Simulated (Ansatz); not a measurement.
Consider interstitial Li in beta Ga2O3 with all lengths changed by +1 %, charge state +1. The step: one Li atom jumps by itself; the atom moves 1.68 Å along (0.03, -0.50, -0.08) of the unit cell; the moving atom starts with neighbours O at 1.79, 2 O at 1.89, O at 2.28 Å and ends with O at 1.79, 2 O at 1.89, O at 2.28 Å. DFT values are from Ansatz (plane-wave PAW, 420 eV unless said) in a cell of 120 host sites, spin-restricted, static, with no finite-size correction. The charge state is imposed; whether it is stable for some Fermi level was not computed. Sites that were not tried may lie lower. For the PBE band: the saddle point's order was not checked.

```csv
Level,Forward barrier (eV),Cost of the band or of the saddle's single point
"CHGNet universal potential (has no charge state), its own band",0.26,-
"PBE, the Γ point alone, band relaxed",0.30,around 23 core-minutes (rough)
"PBE, a 2×2×2 k-point mesh shifted by half a step, same geometries",0.30,around 15 core-minutes (rough)
```

Ansatz is an electronic-structure program.
